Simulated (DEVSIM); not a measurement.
**Schottky contact on n-type β-Ga2O3**

Device: Schottky contact on n-type β-Ga2O3, at 250 K.

| layer (left to right) | material | thickness (μm) | Nd (cm⁻³) | τn (s) | τp (s) |
|---|---|---|---|---|---|
| 1 | β-Ga2O3 | 0.590 | 8.8e16 | 1.8e-8 | 1.8e-8 |

Left contact: Schottky, work function 5.52 eV, emission velocity 5.4e6 cm/s. Right contact: ohmic. Voltage is applied to the left contact. Recombination: SRH at mid-gap. Mobility is constant in doping.

The device is made up for the run: typed textbook-type constants, with dimensions and the other settings drawn at random. Values at 300 K; Nc and Nv go as T^1.5, mobilities as T to minus their exponent, the gap by Varshni's rule with the affinity fixed.

| parameter | β-Ga2O3 |
|---|---|
| gap (eV) | 4.8 |
| affinity (eV) | 4 |
| permittivity | 10 |
| Nc (cm⁻³) | 3.7e18 |
| Nv (cm⁻³) | 5e20 |
| μn (cm²/Vs) | 160 |
| μp (cm²/Vs) | 1 |
| T exponent of μn | 1.8 |
| T exponent of μp | 1.5 |
| Varshni α (eV/K) | 0.0004 |
| Varshni β (K) | 600 |

Model (solved in DEVSIM): 1D drift-diffusion, Boltzmann statistics, complete ionisation; no tunnelling, impact ionisation, image-force lowering or self-heating. Metal contacts follow the ideal Schottky-Mott rule: no Fermi-level pinning, no interface dipoles.

```
Quantity                                            Result
---------------------------------------------  -----------
Potential step across the device at zero bias      1.445 V
Largest field in the device at zero bias       210000 V/cm
Dark forward voltage at 1 A/cm²                    1.209 V
Dark forward voltage at 100 A/cm²                  1.313 V
```

Small-signal capacitance in reverse bias (quasi-static):

```json
[
 {"V (V)": "-0.04", "C (nF/cm²)": "65.3"},
 {"V (V)": "-0.1", "C (nF/cm²)": "64.0"},
 {"V (V)": "-0.2", "C (nF/cm²)": "62.0"},
 {"V (V)": "-0.3", "C (nF/cm²)": "60.2"},
 {"V (V)": "-0.4", "C (nF/cm²)": "58.5"},
 {"V (V)": "-0.6", "C (nF/cm²)": "55.5"},
 {"V (V)": "-0.8", "C (nF/cm²)": "53.0"},
 {"V (V)": "-1", "C (nF/cm²)": "50.7"},
 {"V (V)": "-1.3", "C (nF/cm²)": "47.9"},
 {"V (V)": "-1.6", "C (nF/cm²)": "45.4"},
 {"V (V)": "-2", "C (nF/cm²)": "42.7"}
]
```

Dark forward current:

(V (V), J (A/cm²)): (0.55, 5.9e-14); (0.60, 6.0e-13); (0.65, 6.1e-12); (0.70, 6.2e-11); (0.75, 6.3e-10); (0.80, 6.3e-9); (0.85, 6.4e-8); (0.90, 6.5e-7); (0.95, 6.5e-6); (1.00, 6.6e-5); (1.05, 0.00066); (1.10, 0.0067); (1.15, 0.067); (1.20, 0.66); (1.25, 6.5); (1.30, 59); (1.35, 410); (1.40, 1500); (1.45, 3200)
